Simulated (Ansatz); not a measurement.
The parent structure is MgB₂ (space group P6/mmm, No. 191; a = 3.064 Å, c = 3.498 Å; relaxed with 0.1 eV smearing). Axes: x lies along a and z along c of the hexagonal cell.

Calculations: PBEsol (Ansatz, an electronic-structure program, PAW, no SOC).

Before the change:

The pressure is 0.0 GPa.

Perturbation: biaxial strain +1.00 %, plane normal [001], relaxed out of plane (Cartesian); in-plane vectors clamped, the third vector and the atoms free.

Problem. What does the calculation give for the pressure after the change?

Solution. The pressure (mean of the normal stresses, compression positive) goes from zero to -3.1 GPa.

Problem. How does this affect the out-of-plane strain?

Solution. The out-of-plane strain amounts to -0.29 %.

Whether these cells are dynamically stable was not tested. The final runs are not spin-polarised.
